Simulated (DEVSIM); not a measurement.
System: Cr/SiO2/p-Ge capacitor, at 400 K.

Layer 1 from the left is SiO2, thickness (nm) 1.10. Layer 2 from the left is Ge, thickness (nm) 3800, Na (cm⁻³) 2.4e16.

Metal gate on the left, work function 4.5 eV. Fixed charge at the semiconductor interface -2.4e10 cm⁻² (in units of +e); no interface traps.

This is a model device: material constants are rounded textbook-type values typed into the input, and sizes, dopings and lifetimes were drawn at random. Values at 300 K; Nc and Nv go as T^1.5, mobilities as T to minus their exponent, the gap by Varshni's rule with the affinity fixed.

SiO2: gap (eV) 9, affinity (eV) 0.9, permittivity 3.9. Ge: gap (eV) 0.664, affinity (eV) 4, permittivity 16, Nc (cm⁻³) 1.04e19, Nv (cm⁻³) 6e18, Varshni α (eV/K) 0.000477, Varshni β (K) 235.

Task: Estimate by hand the flat-band voltage, the threshold voltage, and compare with a numerical solution.

Result: 
- Flat-band voltage: C = 3.14 μF/cm², work-function difference 0.081 V; VFB = φms − qNf/C = 0.08 V; numerical 0.08 V.
- Threshold voltage: φF = 0.097 V, depletion charge √(4εqNφF) = 4.61e-8 C/cm²; VT = VFB + 2φF + Qd/C = 0.29 V; numerical 0.29 V.

Model (solved in DEVSIM): 1D Poisson equation in equilibrium, Boltzmann statistics, complete ionisation; no quantum confinement or tunnelling. Metal contacts follow the ideal Schottky-Mott rule: no Fermi-level pinning, no interface dipoles.
